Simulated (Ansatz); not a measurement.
## A computed series for Al: pressure series

The reference is Al in the fcc (Cu type) structure (space group Fm-3m, No. 225; a = 4.0143 Å).

Cell and atoms are relaxed at each pressure.

Method: Kohn–Sham DFT with the PBEsol functional, run in Ansatz (a first-principles code) with PAW and 420 eV plane waves, scalar-relativistic without spin-orbit coupling.

Two rows of this table had their results exchanged by mistake.

```csv
pressure,volume per atom (Å³),shortest distance (Å),band gap
pressure −2 GPa,16.60,2.863,zero
pressure −1 GPa,16.38,2.851,zero
pressure 1.8 GPa,15.83,2.819,zero
pressure 4.2 GPa,13.85,2.696,zero
pressure 9 GPa,14.78,2.755,zero
pressure 18 GPa,15.44,2.795,zero
pressure 30 GPa,12.94,2.635,zero
pressure 45 GPa,12.11,2.577,zero
pressure 60 GPa,11.46,2.531,zero
```

Q: Which two?

A: The rows for pressure 4.2 GPa and pressure 18 GPa: the volume has to fall steadily with pressure, so 15.44 Å³ belongs to pressure 4.2 GPa and 13.85 Å³ to pressure 18 GPa.

Load acts through the strain it causes; cell and atoms are relaxed under it. Stability against distortions was not tested. No other phases were tried under pressure.
